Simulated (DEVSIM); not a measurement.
## abrupt GaAs p-n junction

Structure: abrupt GaAs p-n junction, at 300 K.

```tsv
layer (left to right)	material	thickness (μm)	Nd (cm⁻³)	Na (cm⁻³)	τn (s)	τp (s)
1	GaAs	0.330	-	2.6e15	8.1e-8	8.1e-8
2	GaAs	14.0	1.3e14	-	8.1e-8	8.1e-8
```

Left contact: ohmic. Right contact: ohmic. Voltage is applied to the left contact. Recombination: SRH at mid-gap, Auger. Mobility is μmin + (μ − μmin)/(1 + (N/Nref)^α).

This is a model device: material constants are rounded textbook-type values typed into the input, and sizes, dopings and lifetimes were drawn at random. Values at 300 K.

| parameter | GaAs |
|---|---|
| gap (eV) | 1.424 |
| affinity (eV) | 4.07 |
| permittivity | 12.9 |
| Nc (cm⁻³) | 4.7e17 |
| Nv (cm⁻³) | 9e18 |
| μn (cm²/Vs) | 8500 |
| μp (cm²/Vs) | 400 |
| μn,min | 500 |
| μp,min | 20 |
| Nref,n | 6e16 |
| Nref,p | 1.5e17 |
| αn | 0.39 |
| αp | 0.38 |
| Cn (cm⁶/s) | 1e-30 |
| Cp (cm⁶/s) | 1e-30 |

DEVSIM, 1D drift-diffusion, Boltzmann statistics, complete ionisation; no tunnelling, impact ionisation, image-force lowering or self-heating.

| Item | Result |
|---|---|
| Potential step across the device at zero bias | 1.002 V |
| Largest field in the device at zero bias | 5900 V/cm |
| Dark forward voltage at 1 A/cm² | 0.885 V |
| Dark forward voltage at 100 A/cm² | 1.278 V |

Small-signal capacitance in reverse bias (quasi-static):

| V (V) | C (nF/cm²) |
|---|---|
| -0.04 | 3.39 |
| -0.1 | 3.29 |
| -0.2 | 3.14 |
| -0.3 | 3.01 |
| -0.4 | 2.90 |
| -0.6 | 2.71 |
| -0.8 | 2.55 |
| -1 | 2.41 |
| -1.3 | 2.25 |
| -1.6 | 2.11 |
| -2 | 1.97 |

Dark reverse current:

```
V (V)  J (A/cm²)
-----  ---------
-0.04   -3.5e-11
-0.10   -7.1e-11
-0.20   -1.2e-10
-0.30   -1.6e-10
-0.40   -2.0e-10
-0.60   -2.8e-10
-0.80   -3.5e-10
-1.00   -4.1e-10
-1.30   -5.0e-10
-1.60   -5.8e-10
-2.00   -6.8e-10
```
